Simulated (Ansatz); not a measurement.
KTaO3 under a change: O on a Ta site (antisite), symmetric start

Consider a 20-atom supercell of KTaO3 in the cubic perovskite structure (space group Pm-3m, No. 221; a = 3.9842 Å) at its relaxed geometry.

It is then changed as follows: a neutral O on a Ta site (antisite), symmetric start, atoms relaxed at fixed cell.

Computed with PBEsol, PAW, 420 eV (Ansatz, a quantum-chemistry and plane-wave program; without spin-orbit coupling), earlier PAW set. Settings: 4×4×4 k-points, 0.01 eV Fermi–Dirac smearing.

The pressure goes from zero to 1.0 GPa and the gap of the supercell becomes zero (base: 2.15 eV). The total moment of the cell amounts to 2.4 μB and the energy gained by relaxation comes out as 0.29 eV. The mean distance from the defect site to its nearest host atoms goes up by 0.07 Å to 2.06 Å.

Cost of the whole job for the changed cell (relaxation, final SCF and bands): about 2.8 core-minutes (a rough figure).

Other magnetic orders, which the real material may have, were not ruled out. The cell is small, so the values are those of an ordered compound at a high defect concentration; dilute-limit values will differ. A case with no gap was solved on a k-mesh chosen for an insulator, which is coarse for it. The defect started on the symmetric site and kept its symmetry, so it may sit on a saddle. With Ta present, leaving out spin-orbit coupling can change the band edges. No Hubbard U is applied, and correlation can decide whether such a compound is a metal. The defect cell is spin-polarised and ends with 2.4 μB, a fractional moment that hangs on the mesh and smearing.
